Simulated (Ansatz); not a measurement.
The parent structure is PbTe in the zinc blende structure (space group F-43m, No. 216; a = 7.2844 Å; a hypothetical phase, not in the database extracts checked).

Modification: full substitution Pb → Sn, then cell and atoms are relaxed.

Levels (all Ansatz, a program for electronic structure, PAW): r2SCAN (500 eV, no SOC); HSE06 (420 eV, without spin-orbit coupling).

The geometry is relaxed with r2SCAN.

| Quantity | Value |
|---|---|
| r2SCAN lowest conduction level above the VBM at special points | X 0.08 eV; Γ 1.00 eV; K 1.21 eV |

Problem. How does going to HSE06 change the lowest conduction level above the VBM at special points?

Solution. The lowest conduction level above the VBM at special points becomes X 0.31 eV; Γ 1.28 eV; K 1.44 eV (r2SCAN: X 0.08 eV; Γ 1.00 eV; K 1.21 eV).

Single points use the geometry relaxed with r2SCAN. HSE06 gaps are upper bounds (no full band path). The levels and masses belong to the bands next to the band gap. No phonon test of stability was made. For SnTe in this form, whether it has been made was not checked.
